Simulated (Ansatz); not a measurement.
Here is the system:

```
CELL_PARAMETERS angstrom
      2.94612     0.00000     0.00000
      0.00000     2.94612     0.00000
      1.47306    -1.47306     2.01442
ATOMIC_POSITIONS crystal
  N  0.00000 0.00000 0.00000
  V  0.50000 0.50000 0.00000
```

No spin polarisation.

Calculations: PBEsol (Ansatz, a first-principles code, PAW, spin-orbit coupling left out). Settings: 20×20×20 k-points, 0.05 eV Fermi–Dirac smearing.

Question: Predict the band gap.

Answer: Zero.

Question: What pressure (mean of the normal stresses, compression positive) does the calculation give?

Answer: -10.1 GPa.

Question: Estimate the space group.

Answer: I4/mmm (No. 139).

The cells carry an imposed strain or load. Whether these cells are dynamically stable was not tested. All final runs are without spin polarisation. The cell was made from VN in the rock salt structure (space group Fm-3m, No. 225) by this change: biaxial strain +2.29 %, plane normal [001], relaxed out of plane.
